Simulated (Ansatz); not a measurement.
# What isotropic strain −1.20 % does to TiO2

Start from TiO$_{2}$ in the anatase structure (space group I4_1/amd, No. 141; a = 3.7698 Å, c = 9.5517 Å).

It is then changed as follows: an isotropic linear strain of −1.20 %, atoms relaxed at fixed cell.

Level of theory: PBEsol in Ansatz (plane waves to 420 eV, PAW, no spin-orbit coupling). Γ-centred 12×12×12 mesh, Fermi–Dirac width 0.05 eV.

```tsv
quantity	base	changed	shift
volume per atom	11.31 Å³	10.91 Å³	-0.40 Å³
space group	I4_1/amd (No. 141)	I4_1/amd (No. 141)	–
shortest interatomic distance	1.928 Å	1.902 Å	-0.026 Å
energy relative to the base (free energy F)	0 meV/atom	+9.6 meV/atom	+9.6 meV/atom
pressure (mean of the normal stresses, compression positive)	0.0 kbar	79.4 kbar	+79.4 kbar
band gap	2.11 eV	2.14 eV	+0.03 eV
smallest direct gap	2.44 eV	2.52 eV	+0.072 eV
```

No phonon test of stability was made. The final runs are not spin-polarised.

Ansatz is an electronic-structure program.
